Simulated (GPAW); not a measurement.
**Input and output of a self-consistent single point for LaTl3 (Pm-3m, 4 atoms in the cell) (GPAW)**

Method of the run: LDA (Perdew-Wang 92), GPAW PAW datasets LDA (gpaw-data 1.0.1) (plane waves; GPAW 25.7.0).

Input:

```python
from ase import Atoms
from ase.units import GPa
from gpaw import GPAW

atoms = Atoms(['La', 'Tl', 'Tl', 'Tl'],
              cell=[[4.918825, 0.000000, 0.000000],
                    [0.000000, 4.918825, 0.000000],
                    [0.000000, 0.000000, 4.918825]],
              positions=[[0.000000, 0.000000, 0.000000],
                         [0.000000, 2.459413, 2.459413],
                         [2.459413, 0.000000, 2.459413],
                         [2.459413, 2.459413, 0.000000]],
              pbc=True)

calc = GPAW(mode={'name': 'pw', 'ecut': 850},
            xc='LDA',
            kpts=(9, 9, 9),
            occupations={'name': 'fermi-dirac', 'width': 0.136},
            nbands=-8,
            convergence={'density': 1e-05, 'energy': 1e-05},
            symmetry={'symmorphic': False, 'tolerance': 0.0005},
            maxiter=100)

atoms.calc = calc

energy = atoms.get_potential_energy()
print('Energy (eV):', round(energy, 6))
forces = atoms.get_forces()
print('Forces (eV/Ang):')
print(forces.round(5))
stress = atoms.get_stress()
print('Stress (GPa, Voigt):', (stress / GPa).round(4))
```

The program printed (abridged):

```
Input parameters:
  convergence: {density: 1e-05,
                energy: 1e-05}
  kpts: [9 9 9]
  maxiter: 100
  mode: {ecut: 850,
         name: pw}
  nbands: -8
  occupations: {name: fermi-dirac,
                width: 0.136}
  symmetry: {symmorphic: False,
             tolerance: 0.0005}

species:
  La:
    name: Lanthanum
    Z: 57.0
    valence: 11
    core: 46
    charge: 0.0
    file: La.LDA.gz

    # Using partial waves for La as LCAO basis

  Tl:
    name: Thallium
    Z: 81.0
    valence: 13
    core: 68
    charge: 0.0
    file: Tl.LDA.gz

    # Using partial waves for Tl as LCAO basis

Reference energy: -1880182.135464  # eV

Spin-paired calculation

Convergence criteria:
 Maximum [total energy] change in last 3 cyles: 1e-05 eV / valence electron
 Maximum integral of absolute [dens]ity change: 1e-05 electrons / valence electron
 Maximum integral of absolute [eigenst]ate change: 4e-08 eV^2 / valence electron
 Maximum number of scf [iter]ations: 100

Symmetries present (total): 48
Symmetries with fractional translations: 0
729 k-points: 9 x 9 x 9 Monkhorst-Pack grid
35 k-points in the irreducible part of the Brillouin zone
       k-points in crystal coordinates                weights
   0:     0.00000000    0.00000000    0.00000000          1/729
   1:     0.11111111    0.00000000    0.00000000          6/729
   2:     0.11111111    0.11111111    0.00000000         12/729
   [... 7 lines left out ...]
          ...
  34:     0.44444444    0.44444444    0.44444444          8/729

Wave functions: Plane wave expansion
  Cutoff energy: 850.000 eV
  Number of coefficients (min, max): 6667, 6734
  Pulay-stress correction: 0.000000 eV/Ang^3 (de/decut=0.000000)

Occupation numbers: Fermi-Dirac:
  width: 0.1360  # eV

Eigensolver

Densities:
  Coarse grid: 35*35*35 grid
  Fine grid: 70*70*70 grid
  Total Charge: 0.000000

Density mixing:
  Method: separate
  Backend: pulay
  Linear mixing parameter: 0.05
  old densities: 5
  Damping of long wavelength oscillations: 50

Hamiltonian:
  XC and Coulomb potentials evaluated on a 70*70*70 grid
  External potential:
    NoExternalPotential

Number of atoms: 4
Number of atomic orbitals: 47
Number of bands in calculation: 33
Number of valence electrons: 50
Bands to converge: occupied

Density initialized from atomic densities
  33 bands from LCAO basis set

Atomic positions and initial magnetic moments

Positions:
   0 La     0.000000    0.000000    0.000000    ( 0.0000,  0.0000,  0.0000)
   1 Tl     0.000000    2.459413    2.459413    ( 0.0000,  0.0000,  0.0000)
   2 Tl     2.459413    0.000000    2.459413    ( 0.0000,  0.0000,  0.0000)
   3 Tl     2.459413    2.459413    0.000000    ( 0.0000,  0.0000,  0.0000)

Unit cell:
           periodic     x           y           z      points  spacing
  1. axis:    yes    4.918825    0.000000    0.000000    35     0.1405
  2. axis:    yes    0.000000    4.918825    0.000000    35     0.1405
  3. axis:    yes    0.000000    0.000000    4.918825    35     0.1405

  Lengths:   4.918825   4.918825   4.918825
  Angles:   90.000000  90.000000  90.000000

Effective grid spacing dv^(1/3) = 0.1405

     iter     time        total  log10-change:
                         energy   eigst   dens
iter:   1 --:--:--   -17.054858
iter:   2 --:--:--   -17.010523   -1.12  -1.45
iter:   3 --:--:--   -16.731986   -0.71  -1.48
iter:   4 --:--:--   -16.825136   -1.47  -1.95
iter:   5 --:--:--   -16.824283   -1.26  -1.96
iter:   6 --:--:--   -16.711791   -1.85  -1.89
iter:   7 --:--:--   -16.724836   -2.30  -2.43
iter:   8 --:--:--   -16.697942   -2.39  -2.32
iter:   9 --:--:--   -16.698340   -3.31  -3.22
iter:  10 --:--:--   -16.698490   -3.81  -3.20
iter:  11 --:--:--   -16.698575c  -4.00  -3.19
iter:  12 --:--:--   -16.698411c  -3.70  -3.11
iter:  13 --:--:--   -16.698509c  -4.18  -3.37
iter:  14 --:--:--   -16.698296c  -4.92  -3.30
iter:  15 --:--:--   -16.698290c  -4.99  -3.67
iter:  16 --:--:--   -16.698287c  -5.46  -4.43
iter:  17 --:--:--   -16.698278c  -5.72  -4.47
iter:  18 --:--:--   -16.698280c  -5.85  -4.54
iter:  19 --:--:--   -16.698295c  -5.81  -4.61
iter:  20 --:--:--   -16.698289c  -6.06  -4.64
iter:  21 --:--:--   -16.698291c  -6.22  -4.96
iter:  22 --:--:--   -16.698292c  -6.32  -5.25c
iter:  23 --:--:--   -16.698292c  -6.47  -5.28c
iter:  24 --:--:--   -16.698295c  -6.62  -5.29c
iter:  25 --:--:--   -16.698295c  -6.79  -5.44c
iter:  26 --:--:--   -16.698294c  -6.91  -5.68c
iter:  27 --:--:--   -16.698294c  -7.04  -5.68c
iter:  28 --:--:--   -16.698295c  -7.13  -5.85c
iter:  29 --:--:--   -16.698295c  -7.25  -5.95c
iter:  30 --:--:--   -16.698295c  -7.36  -6.29c
iter:  31 --:--:--   -16.698295c  -7.49c -6.17c

Converged after 31 iterations.

Dipole moment: (0.000008, 0.000008, 0.000008) |e|*Ang

Energy contributions relative to reference atoms: (reference = -1880182.135464)

Kinetic:         +1.912531
Potential:       +0.677791
External:        +0.000000
XC:             -19.071236
Entropy (-ST):   -0.154603
Local:           -0.140080
SIC:             +0.000000
--------------------------
Free energy:    -16.775597
Extrapolated:   -16.698295

Showing only first 2 kpts
 Kpt  Band  Eigenvalues  Occupancy
  0    23      7.02550    1.99677
  0    24      7.02550    1.99677
  0    25      9.17730    0.00017
  0    26      9.17730    0.00017

  1    23      7.02146    1.99686
  1    24      7.24588    1.98377
  1    25      8.95794    0.00083
  1    26      9.11675    0.00026

Fermi level: 7.89947

No gap
No difference between direct/indirect transitions
Energy (eV): -16.698295

Forces in eV/Ang:
  0 La    0.00000    0.00000   -0.00000
  1 Tl   -0.00000    0.00000    0.00000
  2 Tl    0.00000   -0.00000   -0.00000
  3 Tl   -0.00000   -0.00000   -0.00000

Stress tensor:
     0.032674     0.000000     0.000000
     0.000000     0.032674     0.000000
     0.000000     0.000000     0.032674
Stress (GPa, Voigt): [5.235 5.235 5.235 0.    0.    0.   ]
```

The run converged in 31 iterations. GPAW prints stress with tension positive.

The starting cell comes from a database of computed structures (which also holds hypothetical and non-ambient phases and stackings), without a prior relaxation at this level. Its lattice was rescaled by a random factor within 2.5 % of one. Spin-orbit coupling is off. With a pressure of about -5 GPa the cell is away from its equilibrium volume at this level.

Cost on one core of a shared machine: roughly 3 min.
